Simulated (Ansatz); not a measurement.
Base system: SiO$_{2}$ in the CdI2 type structure (space group P-3m1, No. 164; a = 2.6699 Å, c = 4.5093 Å; a hypothetical phase, not in the database extracts checked; layered, stacked along the Cartesian z axis).

All numbers come from PBEsol-D3(BJ) (Ansatz, a quantum-chemistry and plane-wave program), no spin-orbit coupling, earlier PAW set.

Base values:

The lattice parameter a is 2.670 Å and the gap character is indirect, K–Γ (67 % along) → Γ. The electron mass is 0.75 mₑ along c, 0.37 mₑ across (at Γ) and the smallest direct gap comes out as 6.54 eV.

Now apply this change: a negative pressure, −1 GPa.

Problem. What happens to the lattice parameter a, gap character, electron mass and smallest direct gap?

Solution. The lattice parameter a rises by 0.004 Å to 2.674 Å; the gap character is still indirect, K–Γ (67 % along) → Γ; the electron mass changes from 0.75 mₑ along c, 0.37 mₑ across (at Γ) to 0.76 mₑ along c, 0.38 mₑ across (at Γ); the smallest direct gap grows by 0.05 eV to 6.59 eV.

Load acts through the strain it causes; cell and atoms are relaxed under it. Masses are band curvatures over ±0.01 Å⁻¹ around the edge. No phonon test of stability was made.
